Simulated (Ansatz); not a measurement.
## BeTe (model structure, started from the litharge type, P4/nmm, No. 129, 4 atoms in the cell): properties by level of theory

```csv
level (code),lattice parameter a (Å),c axis length (Å)
PBE (Ansatz),5.034,5.479
PBEsol (Ansatz),4.998,4.430
PBE-D3(BJ) (Ansatz),[?],3.997
```

**Question.** Some entries are withheld; supply them.

**Answer.** 
- PBE-D3(BJ) (Ansatz, a quantum-chemistry and plane-wave program), lattice parameter a (Å): 4.991

Ansatz's density-functional and Hartree–Fock values are scalar-relativistic unless marked +SOC, with PAW data made under PBE.

Static lattice: no zero-point or thermal effects.

A model structure was made by putting elements into a prototype or built by hand; it is no filed structure, need not be a known phase, and can be a saddle point held by its symmetry.
